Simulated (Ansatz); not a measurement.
## Co, pressure series

The parent structure is Co in the hcp (Mg type) structure (space group P6_3/mmc, No. 194; a = 2.494 Å, c = 4.032 Å; ferromagnetic).

Cell and atoms are relaxed at each pressure.

Calculations: PBE/PAW in Ansatz (an electronic-structure program), no spin-orbit coupling, earlier PAW set.

Notes on the quantities. enthalpy: H = E + PV relative to the base's energy.

```csv
case,enthalpy,volume per atom,largest site moment
base,–,10.86 Å³,1.69 μB
pressure −2 GPa,-0.14 eV/atom,10.97 Å³,1.70 μB
pressure −1 GPa,-0.07 eV/atom,10.91 Å³,1.69 μB
pressure 0.3 GPa,+0.02 eV/atom,10.84 Å³,1.68 μB
pressure 0.7 GPa,+0.05 eV/atom,10.82 Å³,1.68 μB
pressure 1.5 GPa,+0.10 eV/atom,10.78 Å³,1.68 μB
pressure 3 GPa,+0.20 eV/atom,10.71 Å³,1.67 μB
pressure 5 GPa,+0.33 eV/atom,10.61 Å³,1.66 μB
pressure 7.5 GPa,+0.50 eV/atom,10.50 Å³,1.65 μB
pressure 10 GPa,+0.66 eV/atom,10.40 Å³,1.64 μB
```

Other magnetic orders, which the real material may have, were not ruled out. Load acts through the strain it causes; cell and atoms are relaxed under it. Whether these cells are dynamically stable was not tested. No other phases were tried under pressure.
